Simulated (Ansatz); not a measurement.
**Short convergence ladders for a (001) slab of Lu3GaC (cut from a parent of space group no. 221; 10 atoms in the cell)**

```yaml
crystal:
  lattice:
    - [4.69981, 0.00000, 0.00000]
    - [0.00000, 4.69981, 0.00000]
    - [0.00000, 0.00000, 21.04968]
  atoms:
    - { symbol: Lu, position: [0.50000, 0.00000, 0.44418] }
    - { symbol: Lu, position: [0.00000, 0.50000, 0.44418] }
    - { symbol: Lu, position: [0.00000, 0.00000, 0.33255] }
    - { symbol: Ga, position: [0.50000, 0.50000, 0.33255] }
    - { symbol: C, position: [0.00000, 0.00000, 0.44418] }
    - { symbol: Lu, position: [0.50000, 0.00000, 0.66745] }
    - { symbol: Lu, position: [0.00000, 0.50000, 0.66745] }
    - { symbol: Lu, position: [0.00000, 0.00000, 0.55582] }
    - { symbol: Ga, position: [0.50000, 0.50000, 0.55582] }
    - { symbol: C, position: [0.00000, 0.00000, 0.66745] }
```

Base method: LDA (PW92), default PAW files made with PBE (plane waves; Ansatz, a program for electronic structure).

Base settings: basis.ecutwfc = 30.9 Ry; kpoints.mp_grid.grid = 3 3 1; hamiltonian.xc = lda; hamiltonian.pseudopotentials = {kind: paw} (the program's default PAW files); scf.occupations.method = fermi_dirac; scf.occupations.width = 0.0073 Ry.

The count of work is k-points × plane waves × bands × iterations; it is no time. Core times come from one kind of shared machine, to one figure; runs under 30 s give none.

**The vacuum**

The mesh stays at the base's, so the ladder's end is converged at best in this setting alone.

Only quantities that move along the ladder and can be compared are tabulated.

| vacuum between outermost atoms (Å) | free energy less the last step's (meV/atom) | largest difference of a force vector from the last step's (eV/Å) | count of work / last |
|---|---|---|---|
| 3.0 | -262.97 | 1.551 | 0.27 |
| 4.0 | -101.35 | 0.896 | 0.27 |
| 5.0 | -32.04 | 0.385 | 0.30 |
| 6.0 | -8.93 | 0.133 | 0.35 |
| 7.0 | -2.38 | 0.041 | 0.35 |
| 8.0 | -0.69 | 0.013 | 0.37 |
| 10.0 | -0.07 | 0.001 | 0.46 |
| 12.0 | 0.00 | 0.000 | 0.47 |
| 14.0 | 0.01 | 0.000 | 0.57 |
| 17.0 | 0.00 | 0.000 | 0.65 |
| 20.0 | 0.01 | 0.000 | 0.73 |
| 25.0 | 0.01 | 0.000 | 0.87 |
| 30.0 | 0.00 | 0.000 | 1.0 |

Smallest vacuum between outermost atoms (Å) that holds the free energy within 2 meV/atom of the last step, with all finer ones: 8.0, at 0.37 of the last step's count of work; the step before is off by 2.4 meV/atom.

Smallest vacuum between outermost atoms (Å) that holds the forces within 0.005 eV/Å of the last step, with all finer ones: 10.0; the step before is off by 0.013 eV/Å.

**The k-point mesh**

Only quantities that move along the ladder and can be compared are tabulated.

| kpoints.mp_grid.grid | free energy less the last step's (meV/atom) | largest difference of a force vector from the last step's (eV/Å) | count of work / last | core time / last (rough) |
|---|---|---|---|---|
| 2 2 1 | 100.57 | 1.086 | 0.060 | – |
| 3 3 1 | 2.05 | 0.255 | 0.060 | – |
| 4 4 1 | 0.40 | 0.058 | 0.11 | 0.09 |
| 5 5 1 | 0.38 | 0.019 | 0.11 | 0.1 |
| 6 6 1 | 0.60 | 0.010 | 0.18 | 0.2 |
| 7 7 1 | 0.46 | 0.008 | 0.18 | 0.2 |
| 8 8 1 | 0.30 | 0.002 | 0.27 | 0.3 |
| 10 10 1 | 0.03 | 0.003 | 0.38 | 0.4 |
| 11 11 1 | -0.01 | 0.002 | 0.38 | 0.4 |
| 13 13 1 | 0.00 | 0.000 | 0.51 | 0.5 |
| 16 16 1 | 0.00 | 0.000 | 0.82 | 0.8 |
| 18 18 1 | 0.00 | 0.000 | 1.0 | 1 |

Coarsest kpoints.mp_grid.grid that holds the forces within 0.005 eV/Å of the last step, with all finer ones: 8 8 1, at 0.27 of the last step's count of work and about 0.3 of the last step's time; the step before is off by 0.008 eV/Å.

Coarsest kpoints.mp_grid.grid that holds the free energy within 5 meV/atom of the last step, with all finer ones: 3 3 1, at 0.060 of the last step's count of work; the step before is off by 100 meV/atom.

On the base run: the starting cell comes from a database of computed structures (which also holds hypothetical and non-ambient phases and stackings), without a prior relaxation at this level. The slab is cut from that crystal, and its faces are unrelaxed. Its lattice was rescaled by up to half a per cent. Spin polarisation is off, though cut faces can carry moments; the slab shows no gap. The two faces of this cut differ, and no dipole correction was used. In the base run, forces exceed 1 eV/Å. Without a gap this mesh is coarse (it stands for a supercell whose shortest in-plane vector is 14 Å).

Left out of this page: 1 run of the series outside the window shown, repeating another row's setting, or not comparable.

Keys are those of Ansatz 0.2.
